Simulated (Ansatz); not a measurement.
Structures of equal composition on the (0001) surface of hcp Ru: a pseudomorphic layer of Sc in the host's stacking; a pseudomorphic layer of Sc in the other hollow. The slabs share one bottom face, and each structure is named by its start. These are constructed structures in small cells; real faces may alloy, dewet or reconstruct in larger ones, and not all known structures of the face are among them. Slabs of about 11 Å, Fermi-Dirac smearing of 0.1 eV. Bottom of the slabs: a bare face, its two planes held. Relaxed from the named starts with such symmetry as they have, on meshes of like density; energies extrapolated to zero smearing; spin only where a row says so; no spin-orbit coupling, no U. Brackets mark spin-polarised runs, whose order is one that fits the cell.

These are PBE (plane waves to 420 eV, PAW; Ansatz, an electronic-structure program) values and carry that method's errors.

Q: Rank these by energy per 1x1 cell (lowest first), as PBE gives it.

A: a pseudomorphic layer of Sc in the host's stacking (0.000 eV), a pseudomorphic layer of Sc in the other hollow (0.054 eV)
